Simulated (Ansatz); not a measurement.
**Response to strain in Ru**

The parent structure is Ru in the hcp (Mg type) structure (space group P6_3/mmc, No. 194; a = 2.6914 Å, c = 4.2489 Å; relaxed with 0.1 eV smearing).

Strains are applied to the cell and any free atomic positions relax.

Computed with PBEsol (Ansatz, an electronic-structure program, PAW, without spin-orbit coupling).

Notes on the quantities. energy relative to the base: free energy F; pressure: mean of the normal stresses, compression positive.

```
case                      shortest interatomic distance  energy relative to the base   pressure
------------------------  -----------------------------  ---------------------------  ---------
base                                            2.632 Å                   0 meV/atom    0.0 GPa
isotropic strain −2.50 %                        2.566 Å                          [?]        [?]
isotropic strain −2.00 %                        2.579 Å                 +56 meV/atom   24.3 GPa
isotropic strain −1.50 %                        2.593 Å                 +31 meV/atom   17.5 GPa
isotropic strain −0.50 %                        2.619 Å                +3.3 meV/atom    5.4 GPa
isotropic strain +0.50 %                        2.645 Å                +3.2 meV/atom   -5.0 GPa
isotropic strain +1.00 %                        2.658 Å                 +12 meV/atom   -9.6 GPa
isotropic strain +1.50 %                        2.672 Å                 +28 meV/atom  -13.9 GPa
isotropic strain +2.50 %                        2.698 Å                 +74 meV/atom  -21.4 GPa
isotropic strain +3.00 %                        2.711 Å                +104 meV/atom  -24.8 GPa
```

Task: Fill in the withheld entries from the trend.

Result: 
- isotropic strain −2.50 %, energy relative to the base: +89 meV/atom
- isotropic strain −2.50 %, pressure: 31.5 GPa

Whether these cells are dynamically stable was not tested. All final runs are without spin polarisation.
